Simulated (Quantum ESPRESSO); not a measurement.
# How a calculation on SiO₂ (P3_121, 9 atoms in the cell) responds to its settings

```
CELL_PARAMETERS angstrom
      4.96166     0.00000     0.00000
     -2.48083     4.29693     0.00000
      0.00000     0.00000     5.48290
ATOMIC_POSITIONS crystal
  Si 0.53109 0.53109 0.00000
  Si 0.46891 0.00000 0.33333
  Si 0.00000 0.46891 0.66667
  O  0.26922 0.41339 0.78489
  O  0.58661 0.85583 0.11822
  O  0.14417 0.73078 0.45156
  O  0.41339 0.26922 0.21511
  O  0.85583 0.58661 0.88178
  O  0.73078 0.14417 0.54844
```

Base run A: PBE, GBRV 1.5 ultrasoft (PBE) pseudopotentials run with Quantum ESPRESSO, self-consistent single point.

Its settings: ecutwfc = 40 Ry; ecutrho = 200 Ry; occupations = fixed; potentials = {Si: si_pbe_v1.uspp.F.UPF, O: o_pbe_v1.2.uspp.F.UPF}; K_POINTS = automatic 5 5 4 0 0 0; nbnd = 32; conv_thr = 1e-10 Ry.

The starting cell comes from a database of computed structures (which also holds hypothetical and non-ambient phases and stackings), without a prior relaxation at this level. Its lattice was rescaled by a random factor within 2.5 % of one.

A dash stands where there is no value to compare (another energy zero or no entropy term, no result, no spin, no clean gap, or a mesh too coarse for one). Total energies depend on the potentials, the functional and any Hubbard or dispersion term, so they are compared only between runs that share all of them.

Run A gave: pressure (GPa) 0.28; largest force (eV/Å) 0.048; gap on the mesh (eV) 5.773.

Runs:
- B: vdw_corr: default → grimme-d2 [PBE-D2]
- C: vdw_corr: default → grimme-d3; dftd3_version: default → 3; dftd3_threebody: default → false [PBE-D3(0)]
- D: vdw_corr: default → grimme-d3; dftd3_version: default → 4; dftd3_threebody: default → false [PBE-D3(BJ)]
- E: vdw_corr: default → grimme-d3; dftd3_version: default → 4; dftd3_threebody: default → true [PBE-D3(BJ) with three-body term]

Task: What does run E change against A?

Result: The pressure goes from 0.28 to -1.50 GPa, the largest force hardly changes (0.048 to 0.047 eV/Å) and the gap on the mesh stays at 5.773 eV.

Task: What does run C change against A?

Result: The pressure goes from 0.28 to -1.06 GPa, the largest force stays at 0.048 eV/Å and the gap on the mesh stays at 5.773 eV.

Task: What does run D change against A?

Result: The pressure goes from 0.28 to -1.66 GPa, the largest force moves little (0.048 to 0.047 eV/Å) and the gap on the mesh stays at 5.773 eV.

```
run  pressure (GPa)  largest force (eV/Å)  gap on the mesh (eV)  dispersion energy (eV/atom)
---  --------------  --------------------  --------------------  ---------------------------
A              0.28                 0.048                 5.773                            –
B             -1.20                 0.048                 5.773                       -0.105
C             -1.06                 0.048                 5.773                       -0.097
D             -1.66                 0.047                 5.773                       -0.138
E             -1.50                 0.047                 5.773                       -0.131
```
